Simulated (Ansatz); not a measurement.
Input and output of a self-consistent single point for TiAl2 (I4/mmm, 3 atoms in the cell) (Ansatz, an electronic-structure program).

Level of theory: PBEsol-D3BJ, default PAW files made with PBE (plane waves; Ansatz).

```
CELL_PARAMETERS angstrom
     -1.72291     1.72291     4.21690
      1.72291    -1.72291     4.21690
      1.72291     1.72291    -4.21690
ATOMIC_POSITIONS crystal
  Ti 0.00000 0.00000 0.00000
  Al 0.33530 0.33530 0.00000
  Al 0.66470 0.66470 0.00000
```

Reference input (self-consistent single point, DFT, PBEsol, plane waves, default PAW files made with PBE): basis.ecutwfc = 420 eV; kpoints.mp_grid.grid = 18 18 18; hamiltonian.xc = pbesol; hamiltonian.pseudopotentials = {kind: paw} (the program's default PAW files); scf.occupations.method = cold; scf.occupations.width = 0.2 eV. This run's input differs from it in these lines:

```diff
@@ -15,2 +15,3 @@
   xc: pbesol
+  dispersion: d3bj
   pseudopotentials: { kind: paw }
```

Log, with long lists cut:

```
SCF iter   1: F=—  HF=-3524.199399 eV  |F-HF|=—  |Δ(HF+E_count)|=         —  Δρ=6.32e-3  dr2=1.38e-2  ethr=1.77e-3  ⟨swp⟩=5.1  Hψ=34463  notcnv=0
all-band conjugate gradients solve this SCF's bands
preconditioner: auto → Kerker (q_TF=auto, 2.301 Å⁻¹)
SCF iter   2: F=—  HF=-3524.195796 eV  |F-HF|=—  |Δ(HF+E_count)|=   3.60e-3  S|Δr|=    0.00e0  Δρ=3.00e-3  dr2=3.50e-3  ethr=7.68e-5  ⟨swp⟩=1.0  Hψ=10091  notcnv=0
SCF iter   3: F=—  HF=-3524.194813 eV  |F-HF|=—  |Δ(HF+E_count)|=   9.83e-4  S|Δr|=    0.00e0  Δρ=5.34e-4  dr2=1.89e-4  ethr=1.95e-5  ⟨swp⟩=2.8  Hψ=10419  notcnv=0
SCF iter   4: F=—  HF=-3524.194769 eV  |F-HF|=—  |Δ(HF+E_count)|=   4.35e-5  S|Δr|=    0.00e0  Δρ=8.18e-5  dr2=2.40e-6  ethr=1.05e-6  ⟨swp⟩=2.3  Hψ=8391  notcnv=0
SCF iter   5: F=—  HF=-3524.194770 eV  |F-HF|=—  |Δ(HF+E_count)|=   1.03e-6  S|Δr|=    0.00e0  Δρ=1.96e-5  dr2=1.66e-7  ethr=1.34e-8  ⟨swp⟩=2.2  Hψ=9925  notcnv=0
SCF iter   6: F=-3524.194770 eV  HF=-3524.194770 eV  |F-HF|=7.76e-9  |Δ(HF+E_count)|=   2.04e-8  S|Δr|=    0.00e0  Δρ=5.32e-6  dr2=1.26e-8  ethr=5.56e-10  ⟨swp⟩=3.7  Hψ=18530  notcnv=0
SCF 1 converged in 6 iterations: F = -3524.194770 eV  dr2 = 1.26e-8
Stability not checked (fill_not_monotonic)
Free energy (F): -3524.194770 eV
Internal energy: -3524.173434 eV  (E = F + TS)
E sigma→0 (E₀):  -3524.187658 eV
Entropy (-TS):   -0.021336 eV (-7.112 meV/atom)
Fermi energy:    9.342065 eV
--- Forces (eV/Å), atoms counted from 1 ---
  atom   1  Ti     0.00000000     0.00000000    -0.00000000
  atom   2  Al     0.00000000     0.00000000    -0.10454791
  atom   3  Al     0.00000000     0.00000000     0.10454791
--- Stress (GPa, compression-positive) ---
       -9.652733      -0.000000       0.000000
       -0.000000      -9.652733      -0.000000
       -0.000000      -0.000000       4.634384
  P = ⅓ Tr σ = -4.8904 GPa (-48.904 kbar)
  The stress holds the Pulay correction. Without it, at fixed plane waves, as pw.x and ABINIT print it: P = -4.9335 GPa
```

The run converged in 6 iterations. Against the reference run the pressure goes from -0.93 to -4.89 GPa and the largest force moves little (0.107 to 0.105 eV/Å).

The starting cell was generated: these elements placed on a structure prototype, without a prior relaxation; it need not be a known phase or ordering of this composition. Spin polarisation is off. With a pressure of about -5 GPa the cell is away from its equilibrium volume at this level. Ansatz's pressure includes its estimate of the finite-basis (Pulay) stress.

Keys are those of Ansatz 0.2.
